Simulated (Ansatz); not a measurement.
Data:

End structure of a constructed model of the (0001) surface of hcp Ti, a pseudomorphic layer of Si in the host's stacking (bottom of the slab: a bare face, its two planes held):

```xyz
7
Lattice="2.9386 0.0000 0.0000 -1.4693 2.5449 0.0000 0.0000 0.0000 30.0000" Properties=species:S:1:pos:R:3 pbc="T T T"
Ti     1.4693     0.8483     8.0531
Ti     0.0000     1.6966    10.3788
Ti     1.4693     0.8483    12.7318
Ti     0.0000     1.6966    15.0558
Ti     1.4693     0.8483    17.4101
Ti     0.0000     1.6966    19.6918
Si     1.4693     0.8483    21.8638
```

Set-up: 7 atoms, 13.9 Å thick at the start; mesh 15x15x1; 0.1 eV smearing; dipole correction on; single point; on the structure that PBE left under its start's symmetry; no spin, no spin-orbit, no U. It is one candidate, not shown to be the stable structure of the face.

Q: Estimate the work function of the top face that r2SCAN, at the PBE geometry in Ansatz (a first-principles code) returns for this input.

A: 5.21 eV
